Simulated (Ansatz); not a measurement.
Density of states of Si3N4 (Fd-3m, 14 atoms in the cell).

```
Si3N4
1.0
    0.00000     3.94460     3.94460
    3.94460     0.00000     3.94460
    3.94460     3.94460     0.00000
Si N
6 8
Direct
  0.12500   0.12500   0.12500
  0.62500   0.12500   0.12500
  0.12500   0.62500   0.12500
  0.12500   0.12500   0.62500
  0.75000   0.75000   0.75000
  0.50000   0.50000   0.50000
  0.36260   0.36260   0.36260
  0.91220   0.36260   0.36260
  0.36260   0.91220   0.36260
  0.36260   0.36260   0.91220
  0.88740   0.88740   0.88740
  0.33780   0.88740   0.88740
  0.88740   0.33780   0.88740
  0.88740   0.88740   0.33780
```

Level of theory: LDA (PW92), PAW files made with PBE (plane waves; Ansatz, a first-principles code).

SCF settings: basis.ecutwfc = 420 eV; kpoints.mp_grid.grid = 7 7 7; hamiltonian.xc = lda; hamiltonian.pseudopotentials = {kind: paw} (the program's default PAW files); scf.occupations.method = cold; scf.occupations.width = 0.1 eV. Keys of the DOS step: output.dos.nscf_kmesh.grid = 11 11 11; output.dos.method = {smearing: {sigma: 0.3}} eV.

The starting cell was generated: these elements placed on a structure prototype, without a prior relaxation; it need not be a known phase or ordering of this composition.

Total DOS (both spins), as means of the tabulated values in each energy bin; the zero is the program's Fermi level or highest filled level, and the curve is cut to this window:

```json
[
 {"E (eV)": "-7.80", "states/eV/cell": "5.11"},
 {"E (eV)": "-7.40", "states/eV/cell": "4.85"},
 {"E (eV)": "-7.00", "states/eV/cell": "4.07"},
 {"E (eV)": "-6.60", "states/eV/cell": "4.14"},
 {"E (eV)": "-6.20", "states/eV/cell": "5.30"},
 {"E (eV)": "-5.80", "states/eV/cell": "5.41"},
 {"E (eV)": "-5.40", "states/eV/cell": "4.97"},
 {"E (eV)": "-5.00", "states/eV/cell": "5.06"},
 {"E (eV)": "-4.60", "states/eV/cell": "5.39"},
 {"E (eV)": "-4.20", "states/eV/cell": "6.33"},
 {"E (eV)": "-3.80", "states/eV/cell": "8.08"},
 {"E (eV)": "-3.40", "states/eV/cell": "7.92"},
 {"E (eV)": "-3.00", "states/eV/cell": "6.52"},
 {"E (eV)": "-2.60", "states/eV/cell": "7.94"},
 {"E (eV)": "-2.20", "states/eV/cell": "8.21"},
 {"E (eV)": "-1.80", "states/eV/cell": "4.79"},
 {"E (eV)": "-1.40", "states/eV/cell": "0.67"},
 {"E (eV)": "-1.00", "states/eV/cell": "0.01"},
 {"E (eV)": "-0.60", "states/eV/cell": "0.00"},
 {"E (eV)": "-0.20", "states/eV/cell": "0.00"},
 {"E (eV)": "0.20", "states/eV/cell": "0.00"},
 {"E (eV)": "0.60", "states/eV/cell": "0.00"},
 {"E (eV)": "1.00", "states/eV/cell": "0.00"},
 {"E (eV)": "1.40", "states/eV/cell": "0.10"},
 {"E (eV)": "1.80", "states/eV/cell": "0.48"},
 {"E (eV)": "2.20", "states/eV/cell": "1.06"},
 {"E (eV)": "2.60", "states/eV/cell": "1.74"},
 {"E (eV)": "3.00", "states/eV/cell": "2.32"},
 {"E (eV)": "3.40", "states/eV/cell": "3.12"},
 {"E (eV)": "3.80", "states/eV/cell": "4.23"}
]
```

The gap on the SCF mesh is 3.18 eV.

Keys are those of Ansatz 0.2.
